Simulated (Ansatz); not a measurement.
We consider SnSe (within 0.1 Å of Fm-3m, No. 225, 4 atoms in the cell; start mp-8936; a measured phase of this formula has another space group), described by HSE06 in Ansatz (PAW).

Numerical settings: plane-wave cutoff 500 eV, 6×6×4 k mesh (along the axes of the cell as run), gaussian smearing 0.02 eV, scalar-relativistic PAW data made under PBE.

Cell (relaxed at this level):

```cif
data_Se2Sn2
_chemical_formula_sum 'Sn2 Se2'
_space_group_name_H-M_alt 'I4/mmm'
_space_group_IT_number 139
_space_group_name_Hall '-I 4 2'
_cell_length_a 4.23943
_cell_length_b 4.23943
_cell_length_c 6.02246
_cell_angle_alpha 90.000
_cell_angle_beta 90.000
_cell_angle_gamma 90.000
loop_
_atom_site_label
_atom_site_type_symbol
_atom_site_symmetry_multiplicity
_atom_site_Wyckoff_symbol
_atom_site_fract_x
_atom_site_fract_y
_atom_site_fract_z
_atom_site_occupancy
Sn1 Sn 2 a 0.00000 0.00000 0.00000 1
Se1 Se 2 b 0.00000 0.00000 0.50000 1
```

### Question
What does this level give for the band gap?

### Answer

- band gap: 0.42 eV (on the SCF k mesh)

Spin–orbit coupling is not included.

Computed values are for the static lattice.

It cost about 40 core-minutes (a rough figure) of CPU time.

A start named mp-… is a Materials Project structure, which need not be a measured phase.

Ansatz is a quantum-chemistry and plane-wave program.
